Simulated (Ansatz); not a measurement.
Take ZnS in the zinc blende structure (space group F-43m, No. 216) as the base.

```xyz
2
Lattice="0.0000 2.6946 2.6946 2.6946 0.0000 2.6946 2.6946 2.6946 0.0000" Properties=species:S:1:pos:R:3 pbc="T T T"
S      4.0418     4.0418     4.0418
Zn     0.0000     0.0000     0.0000
```

Level of theory: DFT with r2SCAN, PAW potentials and a 500 eV plane-wave cutoff in Ansatz (an electronic-structure program), spin-orbit coupling left out.

It is then changed as follows: Se takes the place of S on all its sites; the structure is relaxed again.

Measured band gap: ZnS 3.94 eV (static lattice; corrected from measurement; as listed in Wei Chen et al., Physical Review Materials (2018)); ZnSe 2.87 eV (static lattice; corrected from measurement; as listed in Wei Chen et al., Physical Review Materials (2018)).

Measured lattice parameter a: ZnS 5.41 Å (room temperature; as listed in Martin Albrecht, Beate Paulus, Hermann Stoll, Phys. Rev. B (1997)); ZnSe 5.6676 Å (room temperature; as listed in Martin Albrecht, Beate Paulus, Hermann Stoll, Phys. Rev. B (1997)).

How well does r2SCAN reproduce the measured shift?

With r2SCAN the band gap moves by -0.84 eV (2.70 → 1.87) against -1.07 eV measured; the lattice parameter a moves by +0.276 Å (5.389 → 5.665) against +0.258 Å measured.

Whether these cells are dynamically stable was not tested.
